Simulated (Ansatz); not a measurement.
Ge (diamond structure), cut as (110) film, 2 layers, monohydride; geometry relaxed with PBE. The relaxation kept the symmetry of its start, so a lower minimum of less symmetry isn't excluded. The in-plane lattice is held at the bulk value. With Ansatz (a quantum-chemistry and plane-wave program) with PBE the gap on the k-mesh of the run is 1.75 eV. k-points: Γ-centred 5×7×1 mesh; occupations: Fermi-Dirac, 0.020 eV; spin polarisation not allowed. No spin-orbit coupling.

### Question
What gap does Ansatz with HSE06 give on the same geometry and mesh?

### Answer
2.46 eV, wider by 0.71 eV.
